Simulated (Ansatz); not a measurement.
# ZnS under a change: holes 7.0×10^21 cm⁻³

Consider ZnS in the wurtzite structure (space group P6_3mc, No. 186; a = 3.845 Å, c = 6.306 Å).

Perturbation: 0.565 holes added to each cell, a density of 7.0×10^21 cm⁻³, with a uniform compensating background at fixed cell and a 300 K Fermi–Dirac width.

Calculations: Kohn–Sham DFT with the PBE functional, run in Ansatz (a first-principles code) with PAW and 420 eV plane waves, scalar-relativistic without spin-orbit coupling. Settings: 18×18×10 k-points, 0.0259 eV Fermi–Dirac smearing.

- Gap between the host's bands: 2.28 eV (base 2.08 eV)
- Gap character: direct at Γ (base direct at Γ)
- Fermi level relative to the doped band's edge (positive inside the band; to 0.05 eV): +0.55 eV

Cost of the whole job for the changed cell (relaxation, final SCF and bands): around 70 core-seconds (rough).

Charged cell with a jellium background: band edges are those of the host's band count, energies are not comparable with the neutral cell, and many-body gap narrowing is missing. Stability against distortions was not tested.
